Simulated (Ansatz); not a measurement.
**Hypothetical diamond La, pressure series**

Take La in the diamond structure (space group Fd-3m, No. 227; a hypothetical phase, not in the database extracts checked) as the base.

```
La
1.0
    0.00000     3.33976     3.33976
    3.33976     0.00000     3.33976
    3.33976     3.33976     0.00000
La
2
Direct
  0.75000   0.75000   0.75000
  0.50000   0.50000   0.50000
```

Cell and atoms are relaxed at each pressure.

Computed with PBE (Ansatz, a quantum-chemistry and plane-wave program), no SOC.

Notes on the quantities. enthalpy: H = E + PV relative to the base's energy.

| case | shortest interatomic distance | enthalpy |
|---|---|---|
| base | 2.892 Å | – |
| pressure −2 GPa | 2.945 Å | -0.48 eV/atom |
| pressure −1 GPa | 2.916 Å | -0.23 eV/atom |
| pressure 0.3 GPa | 2.886 Å | +0.07 eV/atom |
| pressure 0.7 GPa | 2.878 Å | +0.16 eV/atom |
| pressure 1.5 GPa | 2.863 Å | +0.34 eV/atom |
| pressure 3 GPa | 2.837 Å | +0.68 eV/atom |
| pressure 5 GPa | 2.809 Å | +1.11 eV/atom |
| pressure 7.5 GPa | 2.779 Å | +1.63 eV/atom |
| pressure 10 GPa | 2.753 Å | +2.14 eV/atom |

Load acts through the strain it causes; cell and atoms are relaxed under it. Stability against distortions was not tested. Competing high-pressure phases were not computed.
